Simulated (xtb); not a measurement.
xtb 6.7.1, GFN2-xTB: Fc1cc(F)c(F)c(-c2ccc(-c3c(F)c(F)cc(F)c3F)s2)c1F, 29 atoms. The geometry is a generated start, not checked to be a minimum at this level.

```
Quantity                                                                                                       Result
------------------------  -------------------------------------------------------------------------------------------
method                                                                                                       GFN2-xTB
--acc                                                                                                     1 (default)
--etemp (K)                                                                                             300 (default)
detailed input (--input)  none: ANC optimiser, Lindh (1995) Hessian, microcycle=20, maxdispl=1.0, hlow=0.01 (default)
basis functions                                                                                                   110
valence electrons                                                                                                 130
```

```xyz
29

F      5.7382     1.4162    -1.2492
C      4.8929     0.5275    -0.7101
C      5.3665    -0.7280    -0.3578
C      4.4821    -1.6362     0.2066
F      4.9313    -2.8472     0.5627
C      3.1427    -1.3017     0.4130
F      2.3390    -2.2083     0.9901
C      2.6509    -0.0403     0.0505
C      1.2495     0.3382     0.2587
C      0.7409     1.4662     0.8730
C     -0.6845     1.4980     0.8650
C     -1.2360     0.3937     0.2447
C     -2.6504     0.0781     0.0207
C     -3.5076     1.0298    -0.5478
F     -3.0401     2.2378    -0.9005
C     -4.8562     0.7451    -0.7649
F     -5.6549     1.6705    -1.3132
C     -5.3893    -0.4879    -0.4183
C     -4.5526    -1.4345     0.1558
F     -5.0594    -2.6242     0.5065
C     -3.2021    -1.1601     0.3773
F     -2.4462    -2.1015     0.9631
S     -0.0125    -0.6472    -0.3540
C      3.5560     0.8721    -0.5081
F      3.1468     2.0997    -0.8657
H      6.4059    -0.9922    -0.5150
H      1.3602     2.2415     1.3094
H     -1.2734     2.3003     1.2946
H     -6.4376    -0.7056    -0.5872
```

The structure is relaxed from this start with --opt LEVEL for the levels crude, sloppy, loose, lax, normal, tight, vtight, extreme, once each. Up to the end of the extreme run atoms move by at most 0.69 Å along an axis.

What is the loosest level that ends within 20 meV of the extreme run, and how many cycles does it take?

sloppy: 11 cycles against 68, ending 14 meV above.

```csv
level,cycles,energy above the extreme run (meV),gradient norm (eV/Å)
crude,4,68,0.41
sloppy,11,14,0.21
loose,15,7.4,0.085
lax,22,2.6,0.022
normal,26,1.9,0.012
tight,47,0.29,0.0040
vtight,68,under 0.01,0.0020
extreme,68,—,0.0020
```
